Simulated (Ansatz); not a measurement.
PBE against r2SCAN: GaAs, isotropic strain −4.97 %

The reference is GaAs in the zinc blende structure (space group F-43m, No. 216; a = 5.746 Å).

(Cell as relaxed with PBE.)

Levels (all Ansatz, a first-principles code, PAW): PBE (420 eV, spin-orbit coupling left out); r2SCAN (500 eV, spin-orbit coupling left out).

Each level relaxes its own structure.

```tsv
base	PBE	r2SCAN
volume per atom	23.71 Å³	22.75 Å³
lattice parameter a	5.746 Å	5.667 Å
band gap	0.16 eV	0.96 eV
```

The change: the cell is scaled by 0.9503 in all directions, atoms relaxed at fixed cell.

| quantity | PBE | r2SCAN |
|---|---|---|
| valley order (the lowest conduction-band minima on the path, energy above the VBM, named in the base's zone) | a point along ⟨100⟩, about 0.9 Å⁻¹ from Γ 1.24 eV; L along ⟨111⟩ 1.31 eV; Γ 1.33 eV | a point along ⟨100⟩, about 1.0 Å⁻¹ from Γ 1.45 eV; L along ⟨111⟩ 1.85 eV; Γ 2.24 eV |
| smallest direct gap | 1.33 eV | 2.24 eV |
| hole mass (degenerate bands, along [100]) | 0.069, 0.30, 0.30 mₑ (at Γ) | 0.100, 0.28, 0.28 mₑ (at Γ) |
| pressure | 13.28 GPa | 15.64 GPa |

Both order the valleys alike; PBE's smallest direct gap lies 0.915 eV below r2SCAN's; PBE's pressure lies 2.36 GPa below r2SCAN's. Neither level is exact; r2SCAN is the comparison here, not a measurement.

Masses are band curvatures over ±0.01 Å⁻¹ around the edge. No phonon test of stability was made. The zero or small gap of GaAs can change with the level of theory.
